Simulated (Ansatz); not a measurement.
Harmonic thermodynamics of rock salt RbCl

Per mole of formula units at the relaxed static volume; finite displacements on a 6×6×6 mesh, LDA in Ansatz (a quantum-chemistry and plane-wave program), k mesh 6×6×6; sums on an interpolated 12×12×12 mesh.  Zero-point energy 3.63 kJ/mol.

```
T (K)  F_vib (kJ/mol)  S (J/mol/K)  C_V (J/mol/K)
-----  --------------  -----------  -------------
100              1.90         40.4           41.3
150             -0.58         58.1           45.7
200             -3.84         71.5           47.5
250             -7.69         82.2           48.3
300            -12.03         91.1           48.8
400            -21.88        105.2           49.2
600            -45.06        125.2           49.6
800               ___          ___            ___
1000          -100.66        150.6           49.8
```

Q: Complete the blanks.

A: 
- 800, F_vib (kJ/mol): -71.60
- 800, S (J/mol/K): 139.5
- 800, C_V (J/mol/K): 49.7

No phase change or melting is allowed for: the numbers belong to this structure as given.
